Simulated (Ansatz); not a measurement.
Functionals compared on a constructed model of the (0001) surface of 4H silicon carbide, Si-terminated, (√3x√3)R30° Al adatom at H3 (bottom of the slab: 3 H on 3 bottom sites), in Ansatz (plane waves, PAW). The structure was relaxed with PBE; the other rows are single points on it. Cutoff 420 eV (500 eV for r2SCAN). HSE06 used the coarser mesh 4x4x1.

Set-up: 28 atoms, 11.0 Å thick at the start with caps and adatoms (thin: gaps and levels are the slab's own); mesh 6x6x1; 0.025 eV smearing; dipole correction on; 6 atoms held, the rest relaxed; held to the start's symmetry, so lower structures may exist; no spin, no spin-orbit, no U. In PBE it lies 0.21 eV a 1x1 cell over the lowest computed structure of the same composition ((√3x√3)R30° Al adatom at T4). These notes are the PBE run's.

```tsv
functional	gap of the slab on its k-mesh (eV)	highest filled level below the top vacuum level (eV)	rough cost of the single point
PBE	1.33	4.35	–
r2SCAN	…	…	around 70 core-seconds (rough)
```

Problem. Fill in the missing entries.

Solution. 
- r2SCAN, gap of the slab on its k-mesh (eV): 1.52
- r2SCAN, highest filled level below the top vacuum level (eV): 4.49

Ansatz is a program for electronic structure.
